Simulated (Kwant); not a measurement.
System: wire with a row of barriers in a Si two-dimensional gas. Effective mass 0.19 mₑ, grid spacing 7.5 nm, hard walls, nominal width 150 nm (19 grid rows, so walls 150 nm apart), one parabolic valley, scattering region 750 nm long along x; energies count from the band bottom; Fermi energy swept from 7.0368e-05 to 0.00083562 eV. 4 barrier(s) across the wire, height 0.014 eV, thickness 15 nm (about 2 grid columns), spaced by 90 nm.

Constants are typed, rounded textbook-type inputs, not results; the design itself was drawn at random and stands for no fabricated device.

Computed with Kwant: effective-mass tight-binding model on a square grid, one spin, coherent transport at 0 K. Conductance is in e²/h.

How many channels do the leads carry at E = 0.427, 0.682 meV?

The hard-wall thresholds are n² ħ²π²/(2mW²) = n² × 0.0880 meV with W = 150 nm. √(0.427/0.0880) = 2.20, so 2. √(0.682/0.0880) = 2.78, so 2.
